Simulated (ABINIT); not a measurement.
Worked example: self-consistent single point of HgS (F-43m, 2 atoms in the cell) in ABINIT.

Level of theory: PBE, PAW (JTH v2.0 PBE PAW) (plane waves; ABINIT 10.0.3).

The change in words: lattice scaled by 0.98. Reference geometry:
```xyz
2
Lattice="0.0000 2.9658 2.9658 2.9658 0.0000 2.9658 2.9658 2.9658 0.0000" Properties=species:S:1:pos:R:3 pbc="T T T"
Hg     0.0000     0.0000     0.0000
S      1.4829     1.4829     1.4829
```

Reference input (self-consistent single point, DFT, PBE, plane waves, PAW (JTH v2.0 PBE PAW)): pseudos = [Hg.GGA_PBE-JTH.xml, S.GGA_PBE-JTH.xml]; ecut = 21 Ha; pawecutdg = 42 Ha; occopt = 3; tsmear = 0.1 eV; ngkpt = 8 8 8; nshiftk = 1; shiftk = 0 0 0; potentials = JTH v2.0 PBE PAW; nband = 14; kptopt = 1; nstep = 100. This run's input differs from it in these lines:

```diff
@@ -5,5 +5,5 @@
 rprim
-        -0.0000000000    2.9658040000    2.9658040000
-         2.9658040000   -0.0000000000    2.9658040000
-         2.9658040000    2.9658040000   -0.0000000000
+        -0.0000000000    2.9064880000    2.9064880000
+         2.9064880000   -0.0000000000    2.9064880000
+         2.9064880000    2.9064880000   -0.0000000000
 natom 2
@@ -14,3 +14,3 @@
          0.0000000000    0.0000000000    0.0000000000
-         2.8022786497    2.8022786497    2.8022786497
+         2.7462331523    2.7462331523    2.7462331523
 ecut 21 Ha
```

Output, abridged:

```
--- !BeginCycle
solver: {iscf: 17, nstep: 100, nline: 4, wfoptalg: 10, }
tolerances: {toldfe: 1.00E-09, }
...

     iter   Etot(hartree)      deltaE(h)  residm     nres2
 ETOT  1  -52.409451899891    -5.241E+01 1.381E-01 1.319E+01
 ETOT  2  -52.605957236973    -1.965E-01 2.610E-02 1.443E+01
 ETOT  3  -52.557837532002     4.812E-02 1.072E-02 5.865E+00
 ETOT  4  -52.548044549296     9.793E-03 7.030E-03 9.153E-01
 ETOT  5  -52.551933999734    -3.889E-03 6.462E-03 1.363E+00
   [... 13 lines left out ...]
 ETOT 19  -52.551417937496    -2.182E-09 8.764E-06 2.758E-06
 ETOT 20  -52.551417931222     6.274E-09 1.534E-05 1.493E-07
 ETOT 21  -52.551417931128     9.433E-11 9.672E-06 5.173E-08
 ETOT 22  -52.551417931562    -4.335E-10 1.195E-05 1.268E-07
 At SCF step   22, etot is converged :
  for the second time, diff in etot=  4.335E-10 < toldfe=  1.000E-09

 Cartesian components of stress tensor (hartree/bohr^3)
  sigma(1 1)= -1.97387530E-04  sigma(3 2)=  0.00000000E+00
  sigma(2 2)= -1.97387530E-04  sigma(3 1)=  0.00000000E+00
  sigma(3 3)= -1.97387530E-04  sigma(2 1)=  0.00000000E+00

 ----iterations are completed or convergence reached----

 reduced coordinates (array xred) for    2 atoms
       0.000000000000      0.000000000000      0.000000000000
       0.250000000000      0.250000000000      0.250000000000
 cartesian forces (eV/Angstrom) at end:
    1     -0.00000000000000    -0.00000000000000    -0.00000000000000
    2     -0.00000000000000    -0.00000000000000    -0.00000000000000
 frms,max,avg= 0.0000000E+00 0.0000000E+00   0.000E+00  0.000E+00  0.000E+00 e/A
   [... lines left out ...]
 Fermi (or HOMO) energy (hartree) =   0.13735   Average Vxc (hartree)=  -0.33810
   [... lines left out ...]
'-kT*entropy'       : -6.46718264001029E-05
total_energy        : -5.25510250488438E+01
total_energy_eV     : -1.42998611484056E+03
...

-Cartesian components of stress tensor (GPa)         [Pressure=  5.8073E+00 GPa]
- sigma(1 1)= -5.80734064E+00  sigma(3 2)=  0.00000000E+00
- sigma(2 2)= -5.80734064E+00  sigma(3 1)=  0.00000000E+00
- sigma(3 3)= -5.80734064E+00  sigma(2 1)=  0.00000000E+00

 Calculation completed.
```

The run converged in 22 iterations. 

The starting cell comes from a database of computed structures (which also holds hypothetical and non-ambient phases and stackings), without a prior relaxation at this level. Its lattice was rescaled by a random factor within 2.5 % of one. For this run, on top of that: lattice scaled by 0.98. With a pressure of about 6 GPa the cell is away from its equilibrium volume at this level. The run gives no clean gap (levels at the Fermi energy touch, overlap or are partly filled at this smearing), which alone does not show that the compound is a metal.

These are the values that this program gave, and no reference: the one-centre exchange-correlation terms come from a truncated expansion.

Cost on one core of a shared machine: roughly 70 s.
